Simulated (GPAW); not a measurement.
Checking a run of GPAW on HfMg₃O₄ (Pm-3m, 8 atoms in the cell). The aim is a self-consistent single point with DFT PBEsol, plane waves, GPAW PAW datasets PBEsol (made by gpaw-setup).

Cell that was meant: a = 4.4935 Å, b = 4.4935 Å, c = 4.4935 Å, α = 90.00°, β = 90.00°, γ = 90.00°.

Part of the input:

```python

calc = GPAW(mode={'name': 'pw', 'ecut': 950},
            xc='PBEsol',
            occupations={'name': 'methfessel-paxton', 'width': 0.272, 'order': 1},
            nbands=-12,
            convergence={'density': 1e-05},
            symmetry={'symmorphic': False, 'tolerance': 0.0005},
```

Output (repeated stretches shortened):

```
Input parameters:
  convergence: {density: 1e-05}
  maxiter: 120
  mode: {ecut: 950,
         name: pw}
  nbands: -12
   [... lines left out ...]
   7 O      2.246774    2.246774    2.246774    ( 0.0000,  0.0000,  0.0000)

Unit cell:
           periodic     x           y           z      points  spacing
  1. axis:    yes    4.493549    0.000000    0.000000    32     0.1404
  2. axis:    yes    0.000000    4.493549    0.000000    32     0.1404
  3. axis:    yes    0.000000    0.000000    4.493549    32     0.1404

  Lengths:   4.493549   4.493549   4.493549
  Angles:   90.000000  90.000000  90.000000

Effective grid spacing dv^(1/3) = 0.1404
     iter     time        total  log10-change:
                         energy   eigst   dens
iter:   1 --:--:--   -54.581806
iter:   2 --:--:--   -51.779449   -0.40  -0.96
iter:   3 --:--:--   -44.408768   +0.31  -1.01
iter:   4 --:--:--   -44.438621   -0.78  -1.28
iter:   5 --:--:--   -55.869653   +0.03  -1.29
   [... 11 lines left out ...]
iter:  17 --:--:--   -44.087922   -3.61  -2.27
iter:  18 --:--:--   -44.110715   -2.26  -1.94
iter:  19 --:--:--   -44.054206   -4.11  -1.90
iter:  20 --:--:--   -44.060634   -2.62  -2.04
iter:  21 --:--:--   -44.040329c  -4.00  -2.08
   [... lines left out ...]
iter:  30 --:--:--   -44.030136c  -6.93  -3.85
iter:  31 --:--:--   -44.030132c  -6.27  -3.87
iter:  32 --:--:--   -44.030135c  -7.19  -3.94
iter:  33 --:--:--   -44.030138c  -7.93c -4.11
iter:  34 --:--:--   -44.030138c  -7.24  -4.31
iter:  35 --:--:--   -44.030137c  -8.15c -4.49
iter:  36 --:--:--   -44.030137c  -8.55c -4.55
iter:  37 --:--:--   -44.030137c  -9.16c -4.66
iter:  38 --:--:--   -44.030137c  -8.94c -4.71
iter:  39 --:--:--   -44.030137c  -9.33c -4.83
iter:  40 --:--:--   -44.030137c  -8.90c -4.86
iter:  41 --:--:--   -44.030136c  -8.70c -5.01c
Converged after 41 iterations.

Dipole moment: (-0.000008, -0.000008, -0.000008) |e|*Ang

Energy contributions relative to reference atoms: (reference = -434211.299058)

Kinetic:        +58.802969
Potential:      -44.234515
External:        +0.000000
XC:             -58.974642
Entropy (-ST):   -0.224328
Local:           +0.525603
SIC:             +0.000000
--------------------------
Free energy:    -44.104913
Extrapolated:   -44.030136

 Band  Eigenvalues  Occupancy
   [... 42 lines left out ...]

Fermi level: 7.84717

Gap: 2.598 eV
Transition (v -> c):
  (s=0, k=0, n=31, [0.00, 0.00, 0.00]) -> (s=0, k=0, n=32, [0.00, 0.00, 0.00])
No difference between direct/indirect transitions
Energy (eV): -44.030136

Forces in eV/Ang:
  0 Mg    0.00000    0.00000    0.00000
   [... lines left out ...]
  3 Hf    0.00000    0.00000    0.00000
  4 O     0.00000    0.00000    0.00000
  5 O     0.00000   -0.00000    0.00000
  6 O     0.00000    0.00000    0.00000
  7 O     0.00000    0.00000    0.00000

Stress tensor:
    -0.055800    -0.000000     0.000000
    -0.000000    -0.055800     0.000000
     0.000000     0.000000    -0.055800
Stress (GPa, Voigt): [-8.9402 -8.9402 -8.9402  0.      0.     -0.    ]
```

**Question.** Is anything amiss in this input, and did it matter?

**Answer.** The run is not sound. The fault is a single k-point for a small metallic cell. One k-point cannot sample the Fermi surface of a small cell. To fix it, use a converged k-point mesh. The run converged in 41 iterations without an error; against the sound input the free energy rises by 1.23 eV/atom.

The sound input it was made from differs as follows (other fixes are possible):
```diff
+            kpts=(5, 5, 5),
```

With that input, the run converged in 27 iterations: free energy E − TS (from the program's reference atoms) -53.9529 eV; Fermi level (on the code's own zero) 9.84 eV (DFT PBEsol, plane waves, GPAW PAW datasets PBEsol (made by gpaw-setup)).

On the sound input: the starting cell comes from a database of computed structures (which also holds hypothetical and non-ambient phases and stackings), without a prior relaxation at this level. Its lattice was rescaled by a random factor within 2.5 % of one. Spin-orbit coupling is off. The log's line on a gap gives a spacing of levels on this mesh, which the program prints for metals too.
